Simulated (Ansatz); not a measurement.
System: CsCl-type AuZn (cubic form, which distorts at low temperature). Method: PBE+SOC (Ansatz, an electronic-structure program, plane waves, PAW).

Settings: plane-wave cutoff 520 eV, 18×18×18 k mesh, Fermi–Dirac smearing 0.05 eV, PAW data made under PBE.

A third-order Birch–Murnaghan fit to the energies gives V0 = 16.075 Å³/atom, B0 = 120 GPa, B′ = 5.5.

| V (Å³/atom) | P (GPa) |
|---|---|
| 15.112 | 8.80 |
| 15.434 | 5.47 |
| 15.755 | ? |
| 16.077 | -0.02 |
| 16.399 | -2.27 |
| 16.720 | ? |
| 17.042 | -5.98 |

Estimate the withheld pressures from this fit; the answers are the runs' own values.


- 15.755, P (GPa): 2.55
- 16.720, P (GPa): -4.25

The formula P = (3/2) B0 (x^(7/3) − x^(5/3)) [1 + (3/4)(B′ − 4)(x^(2/3) − 1)] with x = V0/V meets the computed pressures within 0.02 GPa when these rounded values are put in.

Measured, for comparison: bulk modulus 131 GPa (temperature not stated, not corrected to a static lattice; as tabulated in Nepal et al. (2020), arXiv:2007.11150). Computed less measured: bulk modulus -8 %.

Note: symmetry holds this phase in the static calculation, where it need not be a minimum.

Static lattice: no zero-point or thermal effects.
